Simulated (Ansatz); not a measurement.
A self-consistent single point of CaSi (Cm, 4 atoms in the cell) with Ansatz (a quantum-chemistry and plane-wave program).

Computed with LDA (PW92), default PAW files made with PBE (plane waves; Ansatz).

The change in words: lattice scaled by 0.98; basis.ecutwfc: 420 eV → 230 eV. Reference geometry:
```
CaSi
1.0
    2.28886    -5.37240     0.00000
    2.28886     5.37240     0.00000
    0.00000     0.00000     3.92493
Ca Si
2 2
Direct
  0.13851   0.86149   0.26274
  0.86149   0.13851   0.75000
  0.43155   0.56845   0.25000
  0.56845   0.43155   0.75000
```

Reference input (self-consistent single point, DFT, LDA (PW92), plane waves, default PAW files made with PBE): basis.ecutwfc = 420 eV; kpoints.mp_grid.grid = 5 5 6; hamiltonian.xc = lda; hamiltonian.pseudopotentials = {kind: paw} (the program's default PAW files); scf.occupations.method = fermi_dirac; scf.occupations.width = 0.1 eV. This run's input differs from it in these lines:

Ansatz 0.2 input:
```diff
@@ -3,5 +3,5 @@
   lattice:
-    - [2.288862, -5.372398, 0.000000]
-    - [2.288862, 5.372398, 0.000000]
-    - [0.000000, 0.000000, 3.924927]
+    - [2.243085, -5.264950, 0.000000]
+    - [2.243085, 5.264950, 0.000000]
+    - [0.000000, 0.000000, 3.846428]
   atoms:
@@ -12,3 +12,3 @@
 basis:
-  ecutwfc: 420.0 eV
+  ecutwfc: 230.0 eV
 kpoints:
```

Output, abridged:

```
SCF iter   1: F=—  HF=-4763.894686 eV  |F-HF|=—  |Δ(HF+E_count)|=         —  Δρ=1.21e-2  dr2=5.81e-2  ethr=1.77e-3  ⟨swp⟩=7.3  Hψ=5012  notcnv=0
all-band conjugate gradients solve this SCF's bands
preconditioner: auto → Kerker (q_TF=auto, 2.242 Å⁻¹)
SCF iter   2: F=—  HF=-4763.868694 eV  |F-HF|=—  |Δ(HF+E_count)|=   2.60e-2  Δρ=5.57e-3  dr2=1.30e-2  ethr=2.08e-4  ⟨swp⟩=2.4  Hψ=1960  notcnv=0
SCF iter   3: F=—  HF=-4763.863149 eV  |F-HF|=—  |Δ(HF+E_count)|=   5.54e-3  Δρ=8.03e-4  dr2=9.44e-4  ethr=4.65e-5  ⟨swp⟩=2.0  Hψ=1260  notcnv=0
SCF iter   4: F=—  HF=-4763.862958 eV  |F-HF|=—  |Δ(HF+E_count)|=   1.91e-4  Δρ=1.25e-4  dr2=1.67e-5  ethr=3.37e-6  ⟨swp⟩=2.0  Hψ=1115  notcnv=0
SCF iter   5: F=—  HF=-4763.862956 eV  |F-HF|=—  |Δ(HF+E_count)|=   1.89e-6  Δρ=2.90e-5  dr2=9.21e-7  ethr=5.95e-8  ⟨swp⟩=2.8  Hψ=1537  notcnv=0
SCF iter   6: F=-4763.862956 eV  HF=-4763.862956 eV  |F-HF|=3.96e-8  |Δ(HF+E_count)|=   4.13e-8  Δρ=7.18e-6  dr2=8.20e-8  ethr=3.57e-10  ⟨swp⟩=5.7  Hψ=4123  notcnv=0
SCF 1 converged in 6 iterations: F = -4763.862956 eV  dr2 = 8.20e-8
Free energy (F): -4763.862956 eV
Internal energy: -4763.810413 eV  (E = F + TS)
E sigma→0 (E₀):  -4763.836684 eV
Entropy (-TS):   -0.052543 eV (-13.136 meV/atom)
Fermi energy:    7.794992 eV
--- Forces (eV/Å), atoms counted from 1 ---
  atom   1  Ca    -0.00000000    -0.05775639    -0.18972148
  atom   2  Ca     0.00000000     0.05461992     0.04862602
  atom   3  Si    -0.00000000     0.18966509     0.01595556
  atom   4  Si     0.00000000    -0.18652835     0.12513972
--- Stress (GPa, compression-positive) ---
       -1.193326       0.000000      -0.000000
        0.000000      -0.051718       0.184217
       -0.000000       0.184217      -0.085164
  P = ⅓ Tr σ = -0.4434 GPa (-4.434 kbar)
  The stress holds the Pulay correction. Without it, at fixed plane waves, as pw.x and ABINIT print it: P = -11.8964 GPa
```

The run converged in 6 iterations. Against the reference run the free energy rises by 270 meV/atom, the pressure goes from -4.21 to -0.44 GPa and the largest force goes from 0.162 to 0.225 eV/Å.

The starting cell comes from a database of computed structures (which also holds hypothetical and non-ambient phases and stackings), without a prior relaxation at this level. Its lattice was rescaled by up to half a per cent. One atom was moved a little off its site on purpose. For this run, on top of that: lattice scaled by 0.98. Ansatz's pressure includes its estimate of the finite-basis (Pulay) stress. Without the estimate this run gives -11.90 GPa. The cutoff lies below the one recommended for these files.
